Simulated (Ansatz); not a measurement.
**HgTe: energy against volume**

HgTe (zinc blende, F-43m, 35.494 Å³/atom and stress up to 0.01 GPa in the relaxed cell, cube axes along x, y and z) under an equal strain ε along all three axes. r2SCAN in Ansatz, a plane-wave DFT program (PAW, default set), 500 eV, 12×12×12 Γ-centred mesh, Fermi-Dirac smearing 0.05 eV; ions are relaxed, or left where forces stay under 0.02 eV/Å, within the symmetry of each cell. Against the start cell, which lies near the measured one, the relaxed cell differs by 5.3 % in volume; the values below rest on it.

Here V stands for volume and E for E less E0.

| volume (Å³/atom) | E less E0 (meV/atom) | pressure (GPa) |
|---|---|---|
| 33.4070 | 17.36 | 2.84 |
| 33.9209 | 9.56 | 2.04 |
| 34.4401 | 4.16 | 1.31 |
| 34.9646 | 1.02 | 0.63 |
| 35.4943 | 0.00 | 0.00 |
| 36.0294 | 0.98 | -0.58 |
| 36.5699 | 3.84 | -1.11 |
| 37.1157 | 8.46 | -1.60 |
| 37.6669 | 14.75 | -2.05 |
| 38.7856 | ? | ? |

**Question.** Fit E against V with the third-order Birch-Murnaghan form, a cubic in V^(-2/3), and predict the withheld value at V = 38.7856.

**Answer.** With u = V^(-2/3) - 0.0926, the rows have u = 0.0038070, 0.0028308, 0.0018692, 0.0009221, -0.0000107, -0.0009297, -0.0018352, -0.0027272, -0.0036061. Least squares gives E = 0.000 + 23.9·u + 1165421·u² + 6834400·u³. Residuals (row less fit): 0.001, -0.002, -0.001, 0.002, 0.000, 0.000, 0.001, -0.004, 0.002; standard error 0.002 (degrees of freedom: 5). Its minimum lies at u = -0.0000103, so V0 = (0.0925897)^(-3/2) = 35.49. There d²E/du² = 2330000 and d³E/du³ = 4.101e7, so B0 = (4/9) × 35.49^(-7/3) × 2330000 × 0.160218 = 40.1 GPa (the last factor turns the table's units into GPa), and B0' = 4 + (2/3) × 0.0925897 × (4.101e7)/2330000 = 5.1. B0' rests on the cubic coefficient alone and has a standard error of 0.1 from these residuals. At the withheld row, u = -0.0053257, so E = 0.000 + 23.9 × (-0.0053257) + 1165421 × (-0.0053257)² + 6834400 × (-0.0053257)³ = 31.895 meV/atom. The calculation gives 31.88 meV/atom, 0.015 meV/atom below the prediction (0.0 % of the range of E in the table). The row lies outside the fitted rows, so this is an extrapolation. The scatter of the fitted rows lies at the last printed digit.

This level leaves no gap over 0.05 eV at strain -2.00, -1.50, -1.00, -0.50, 0.00, 0.50, 1.00, 1.50, 2.00, 3.00 %. Spin-orbit coupling is left out, which can shift these values for the heavy elements here. Other structures, which can take over under pressure, weren't tried. The same form fitted to the pressure column gives B0' = 5.1; series where the two differ by over 0.4 aren't shown. Rows are the converged runs of the series near zero and its far end, less any whose ions stayed unrelaxed beside relaxed ones; series whose fitted rows scatter by over a few per cent of the range, as at a crossing or softening among them, aren't shown in this form.
